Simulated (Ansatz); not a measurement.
# CdSe under a change: isotropic strain +1.21 %

The reference is CdSe in the zinc blende structure (space group F-43m, No. 216; a = 6.082 Å).

It is then changed as follows: an isotropic linear strain of +1.21 %, atoms relaxed at fixed cell.

Level of theory: PBEsol, PAW, 420 eV (Ansatz, a program for electronic structure; spin-orbit coupling left out), earlier PAW set. Γ-centred 9×9×9 mesh, Fermi–Dirac width 0.05 eV.

The volume per atom grows by 1.033 Å³, from 28.12 Å³ to 29.16 Å³ and the space group remains F-43m (No. 216). The energy goes up by 5.8 meV/atom and the band gap decreases by 0.07 eV, from 0.48 eV to 0.41 eV. The gap character stays direct at Γ and the mean gap deformation potential ΔEg/Δln V is -1.9 eV. The width of the top valence band falls by 0.152 eV to 2.09 eV and the electron mass becomes 0.043 mₑ (at Γ) (base: 0.049 mₑ (at Γ)).

Cost of the whole job for the changed cell (relaxation, final SCF and bands): around 13 core-seconds (rough).

Effective masses come from finite differences of ±0.01 Å⁻¹. Stability against distortions was not tested.
